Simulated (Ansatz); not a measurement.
A self-consistent single point of K (Im-3m, 1 atom in the cell) with Ansatz (an electronic-structure program).

Level of theory: PBE, harder PAW files (source: ansatz) (plane waves; Ansatz).

The change in words: lattice scaled by 0.98; basis.ecutwfc: 420 eV → 215 eV; hamiltonian.pseudopotentials: {kind: paw} (the program's default PAW files) → {kind: paw, source: ansatz}. Reference geometry:
```
CELL_PARAMETERS angstrom
     -2.65320     2.65320     2.65320
      2.65320    -2.65320     2.65320
      2.65320     2.65320    -2.65320
ATOMIC_POSITIONS crystal
  K  0.00000 0.00000 0.00000
```

Reference input (self-consistent single point, DFT, PBE, plane waves, default PAW files): basis.ecutwfc = 420 eV; kpoints.mp_grid.grid = 9 9 9; hamiltonian.xc = pbe; hamiltonian.pseudopotentials = {kind: paw} (the program's default PAW files); scf.occupations.method = fermi_dirac; scf.occupations.width = 0.1 eV. This run's input differs from it in these lines:

Ansatz 0.2 input:
```diff
@@ -2,5 +2,5 @@
   lattice:
-    - [-2.65320000, 2.65320000, 2.65320000]
-    - [2.65320000, -2.65320000, 2.65320000]
-    - [2.65320000, 2.65320000, -2.65320000]
+    - [-2.60013600, 2.60013600, 2.60013600]
+    - [2.60013600, -2.60013600, 2.60013600]
+    - [2.60013600, 2.60013600, -2.60013600]
   atoms:
@@ -8,3 +8,3 @@
 basis:
-  ecutwfc: 420.0
+  ecutwfc: 215.0
 kpoints:
@@ -13,3 +13,3 @@
   xc: pbe
-  pseudopotentials: { kind: paw }
+  pseudopotentials: { kind: paw, source: ansatz }
 scf:
```

The program printed (abridged):

```
SCF iter   1: F=—  HF=-1536.963120 eV  |F-HF|=—  |Δ(HF+E_count)|=         —  Δρ=1.47e-2  dr2=7.88e-2  ethr=3.10e-3  ⟨swp⟩=6.1  Hψ=2242  notcnv=0
all-band conjugate gradients solve this SCF's bands
preconditioner: auto → Kerker (q_TF=auto, 1.937 Å⁻¹)
SCF iter   2: F=—  HF=-1536.943961 eV  |F-HF|=—  |Δ(HF+E_count)|=   1.92e-2  Δρ=6.57e-3  dr2=1.85e-2  ethr=8.75e-4  ⟨swp⟩=2.4  Hψ=731  notcnv=0
SCF iter   3: F=—  HF=-1536.941059 eV  |F-HF|=—  |Δ(HF+E_count)|=   2.90e-3  Δρ=1.36e-3  dr2=2.04e-3  ethr=2.05e-4  ⟨swp⟩=2.0  Hψ=580  notcnv=0
SCF iter   4: F=—  HF=-1536.941440 eV  |F-HF|=—  |Δ(HF+E_count)|=   3.81e-4  Δρ=4.01e-4  dr2=1.12e-4  ethr=2.27e-5  ⟨swp⟩=1.0  Hψ=315  notcnv=0
SCF iter   5: F=—  HF=-1536.941446 eV  |F-HF|=—  |Δ(HF+E_count)|=   5.91e-6  Δρ=9.15e-5  dr2=4.90e-6  ethr=1.25e-6  ⟨swp⟩=2.5  Hψ=466  notcnv=0
SCF iter   6: F=—  HF=-1536.941440 eV  |F-HF|=—  |Δ(HF+E_count)|=   5.54e-6  Δρ=6.66e-6  dr2=3.81e-8  ethr=1.11e-9  ⟨swp⟩=3.3  Hψ=1383  notcnv=0
SCF iter   7: F=-1536.941440 eV  HF=-1536.941440 eV  |F-HF|=5.15e-9  |Δ(HF+E_count)|=   9.80e-8  Δρ=1.58e-6  dr2=2.54e-9  ethr=4.24e-10  ⟨swp⟩=2.0  Hψ=959  notcnv=0
SCF 1 converged in 7 iterations: F = -1536.941440 eV  dr2 = 2.54e-9
Free energy (F): -1536.941440 eV
Internal energy: -1536.918717 eV  (E = F + TS)
E sigma→0 (E₀):  -1536.930079 eV
Entropy (-TS):   -0.022724 eV (-22.724 meV/atom)
Fermi energy:    1.963052 eV
--- Forces (eV/Å), atoms counted from 1 ---
  atom   1  K     -0.00000000    -0.00000000    -0.00000000
--- Stress (GPa, compression-positive) ---
        0.226033      -0.000000      -0.000000
       -0.000000       0.226033       0.000000
       -0.000000       0.000000       0.226033
  P = ⅓ Tr σ = 0.2260 GPa (2.260 kbar)
  The stress holds the Pulay correction. Without it, at fixed plane waves, as pw.x and ABINIT print it: P = -7.6564 GPa
```

The run converged in 7 iterations. Against the reference run the pressure goes from -0.04 to 0.23 GPa.

The starting cell has typed, rounded lattice constants, without a prior relaxation at this level. Its lattice was rescaled by up to half a per cent. For this run, on top of that: lattice scaled by 0.98. Ansatz's pressure includes its estimate of the finite-basis (Pulay) stress. Without the estimate this run gives -7.66 GPa. The cutoff lies below the one recommended for these files.
